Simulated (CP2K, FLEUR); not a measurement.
A FLEUR input for a self-consistent single point of Ba (Im-3m, 1 atom in the cell) (DFT, PBE, all-electron FLAPW (FLEUR), scalar-relativistic valence):

Input of the input generator:

```
scf Ba
&input film=f /
-2.5079920000 2.5079920000 2.5079920000
2.5079920000 -2.5079920000 2.5079920000
2.5079920000 2.5079920000 -2.5079920000
1.8897261246
1.0 1.0 1.0

1
56 0.0000000000 0.0000000000 0.0000000000

&comp jspins=1 /
&kpt div1=8 div2=8 div3=8 gamma=t /
&end /
```

```xml
<?xml version="1.0" encoding="UTF-8" standalone="no"?>
<fleurInput fleurInputVersion="0.39">
   <comment>
      scf Ba                                                                                              
   </comment>
   <calculationSetup>
      <cutoffs Kmax="3.8" Gmax="11.4" GmaxXC="11.4" numbands="0"/>
      <scfLoop itmax="60" minDistance="0.00001" maxIterBroyd="15" imix="Anderson" alpha="0.05" precondParam="0.0" spinf="2.0"/>
      <coreElectrons ctail="T" frcor="F" kcrel="0" coretail_lmax="0"/>
      <xcFunctional name="pbe" relativisticCorrections="F"/>
      <magnetism jspins="1"/>
      <soc l_soc="F" theta="0.0" phi="0.0" spav="F"/>
      <expertModes spex="0" secvar="F"/>
      <geometryOptimization l_f="T" forcealpha="1.0" forcemix="BFGS" epsdisp="0.00001" epsforce="0.00001"/>
      <ldaU l_linMix="F" mixParam="0.05" spinf="1.0"/>
   </calculationSetup>
   <cell>
      <bzIntegration valenceElectrons="10.0" mode="gauss" fermiSmearingEnergy="0.00367493">
         <kPointListSelection listName="default-1"/>
         <!-- k-points included here -->
         <xi:include xmlns:xi="http://www.w3.org/2001/XInclude" href="kpts.xml"> </xi:include>
      </bzIntegration>
      <!-- symmetry operations included here -->
      <xi:include xmlns:xi="http://www.w3.org/2001/XInclude" href="sym.xml"> </xi:include>
      <bulkLattice scale="1.0">
         <bravaisMatrix>
            <row-1>   -4.7394180026878034     4.7394180026878034     4.7394180026878034</row-1>
            <row-2>    4.7394180026878034    -4.7394180026878034     4.7394180026878034</row-2>
            <row-3>    4.7394180026878034     4.7394180026878034    -4.7394180026878034</row-3>
         </bravaisMatrix>
      </bulkLattice>
   </cell>
   <atomSpecies>
      <species name="Barium (Ba)" element="Ba" atomicNumber="56">
         <mtSphere radius="2.68" gridPoints="925" logIncrement="0.014"/>
         <atomicCutoffs lmax="10" lnonsphr="8"/>
         <electronConfig flipSpins="F">
            <coreConfig>(1s1/2) (2s1/2) (2p1/2) (2p3/2) (3s1/2) (3p1/2) (3p3/2) (4s1/2) (3d3/2) (3d5/2) (4p1/2) (4p3/2) (4d3/2) (4d5/2)</coreConfig>
            <valenceConfig>(5s1/2) (5p1/2) (5p3/2) (6s1/2)</valenceConfig>
         </electronConfig>
         <energyParameters s="6" p="6" d="5" f="4"/>
         <lo type="SCLO" l="0" n="5" eDeriv="0"/>
         <lo type="SCLO" l="1" n="5" eDeriv="0"/>
      </species>
   </atomSpecies>
   <atomGroups>
      <atomGroup species="Barium (Ba)">
         <relPos label="                   1">.0000000000 .0000000000 .0000000000</relPos>
         <force calculate="T" relaxXYZ="TTT"/>
      </atomGroup>
   </atomGroups>
   <output dos="F" band="F" slice="F">
      <checks vchk="F" cdinf="F"/>
      <bandDOS minEnergy="-.5*Htr" maxEnergy="0.5*Htr" sigma="0.015" storeEVData="T"/>
      <vacuumDOS vacdos="F" integ="F" star="F" nstars="0" locx1="0.0" locy1="0.0" locx2="0.0" locy2="0.0" nstm="0" tworkf="0.0"/>
      <unfoldingBand unfoldBand="F" supercellX="1" supercellY="1" supercellZ="1"/>
      <plotting iplot="0" polar="F">
         <plot TwoD="T" vec1="  1.0  0.0  0.0" vec2="  0.0  1.0  0.0" vec3="  0.0  0.0  1.0" zero="  0.0  0.0  0.0" file="plot"/>
      </plotting>
      <chargeDensitySlicing numkpt="0" minEigenval="0.0" maxEigenval="0.0" nnne="0" pallst="F"/>
      <specialOutput eonly="F"/>
      <magneticCircularDichroism mcd="F" energyLo="-10.0" energyUp="0.0"/>
   </output>
  <!-- We include the file relax.xml here to enable relaxations (see documentation) -->
  <xi:include xmlns:xi="http://www.w3.org/2001/XInclude" href="relax.xml"> <xi:fallback/> </xi:include>
</fleurInput>
```

Give the CP2K input for the same structure, mesh, smearing and functional.

One input that does it (others would too):

```
&GLOBAL
  PROJECT run
  RUN_TYPE ENERGY_FORCE
  PRINT_LEVEL LOW
&END GLOBAL
&FORCE_EVAL
  METHOD Quickstep
  STRESS_TENSOR ANALYTICAL
  &DFT
    BASIS_SET_FILE_NAME BASIS_MOLOPT
    POTENTIAL_FILE_NAME GTH_POTENTIALS
    &QS
      METHOD GPW
      EPS_DEFAULT 1E-10
    &END QS
    &MGRID
      CUTOFF 500
      REL_CUTOFF 50
      NGRIDS 5
    &END MGRID
    &SCF
      SCF_GUESS ATOMIC
      EPS_SCF 1E-7
      MAX_SCF 100
      ADDED_MOS 4
      &DIAGONALIZATION
        ALGORITHM STANDARD
      &END DIAGONALIZATION
      &MIXING
        METHOD BROYDEN_MIXING
        ALPHA 0.3
        NBUFFER 8
        BETA 1
      &END MIXING
      &SMEAR ON
        METHOD GAUSSIAN
        SIGMA [eV] 0.1
      &END SMEAR
    &END SCF
    &KPOINTS
      SCHEME MACDONALD 8 8 8 0.0625 0.0625 0.0625
    &END KPOINTS
    &XC
      &XC_FUNCTIONAL PBE
      &END XC_FUNCTIONAL
    &END XC
    &PRINT
      &MO
        EIGENVALUES T
        OCCUPATION_NUMBERS T
        NDIGITS 8
        FILENAME mo
        &EACH
          QS_SCF 0
        &END EACH
        ADD_LAST NUMERIC
      &END MO
      &MULLIKEN OFF
      &END MULLIKEN
    &END PRINT
  &END DFT
  &SUBSYS
    &CELL
      A 4.34397000 0.00000000 0.00000000
      B -1.44799000 4.09553400 0.00000000
      C -1.44799000 -2.04776700 3.54683600
      PERIODIC XYZ
    &END CELL
    &COORD
      SCALED
      Ba       0.00000000     0.00000000     0.00000000
    &END COORD
    &KIND Ba
      BASIS_SET DZVP-MOLOPT-SR-GTH-q10
      POTENTIAL GTH-PBE-q10
    &END KIND
  &END SUBSYS
  &PRINT
    &FORCES ON
    &END FORCES
    &STRESS_TENSOR ON
    &END STRESS_TENSOR
  &END PRINT
&END FORCE_EVAL
```

Basis, cutoffs, solver keys and any potentials are the target program's own. This input uses DFT PBE, GPW, DZVP-MOLOPT-SR-GTH basis, GTH-PBE potentials (GTH_POTENTIALS).

The starting cell has typed, rounded lattice constants, without a prior relaxation at this level. Its lattice was rescaled by a random factor within 2.5 % of one.
